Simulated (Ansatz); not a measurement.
An Ansatz (an electronic-structure program) input (PBEsol (Ansatz), no spin-orbit coupling):

Ansatz 0.2 input:
```yaml
crystal:
  lattice:
    - [3.9613853624, 0, 0]
    - [0, 3.9613853624, 0]
    - [0, 0, 3.9613853624]
  atoms:
    - { symbol: K, position: [0, 0, 0] }
    - { symbol: Ta, position: [0.5, 0.5, 0.5] }
    - { symbol: O, position: [0.5, 0, 0.5] }
    - { symbol: O, position: [0, 0.5, 0.5] }
    - { symbol: O, position: [0.5, 0.5, 0] }
basis: { ecutwfc: 420, ecutrho_ratio: 4, xc_grid: 2, fft_grid_basis: typed }
kpoints: { mp_grid: { grid: [8, 8, 8] } }
hamiltonian:
  xc: pbesol
  dispersion: none
  pseudopotentials: { kind: paw }
scf: { occupations: { method: fermi_dirac, width: 0.05 }, convergence: { dr2_threshold: 0.0000000005 } }
relax: { f_tol: 0.005, max_steps: 50 }
output: { forces: true, stress: true }
checkpoint: { write: state.ck, write_every: 1000 }
```

Which symmetry and how many k-points will the program report, and about how many plane waves at Γ?

Space group Pm-3m (ITA 221) with 48 operations, k-points 35 of 512, and 1213 plane waves at Γ.

And the final pressure?

3.81 GPa (compression positive).

The cells carry an imposed strain or load. Whether these cells are dynamically stable was not tested. The cell was made from KTaO3 in the cubic perovskite structure (space group Pm-3m, No. 221) by this change: isotropic strain −0.60 %.
